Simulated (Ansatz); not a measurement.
The parent structure is TaTlO₃ in the cubic perovskite structure (space group Pm-3m, No. 221; a = 4.0336 Å; a cell from a computed database, its experimental status unchecked). Axes: x, y, z lie along the cube axes.

One thing is altered: the cell is compressed by 5.53 % along y with no lateral relaxation; the atoms relax in the strained cell.

Levels (all Ansatz, an electronic-structure program, PAW): PBEsol (420 eV, no SOC); PBEsol+SOC (420 eV, with spin-orbit coupling).

The geometry is relaxed with PBEsol.

- PBEsol gap character: direct at Z
- PBEsol smallest direct gap: 0.18 eV
- PBEsol lowest conduction level above the VBM at special points: Z 0.18 eV; X 0.20 eV; Γ 0.21 eV; M 2.82 eV

With PBEsol+SOC at the same geometry, the gap character changes from direct at Z to indirect, Z → Γ; the smallest direct gap drops by 0.02 eV to 0.16 eV; the lowest conduction level above the VBM at special points goes from Z 0.18 eV; X 0.20 eV; Γ 0.21 eV; M 2.82 eV to Z 0.16 eV; X 0.18 eV; Γ 0.06 eV; M 2.68 eV.

Single points use the geometry relaxed with PBEsol. The spin-orbit shifts are approximate. With Ta and Tl present, leaving out spin-orbit coupling can change the band edges. Stability against distortions was not tested. Many cubic perovskites are stable only at high temperature; tilts and polar distortions were not tested. A zero or small gap of TaTlO3 under uniaxial strain ε_yy = −5.53 % can be the functional's error rather than a property of the material. k-point labels follow each cell's own Brillouin zone.
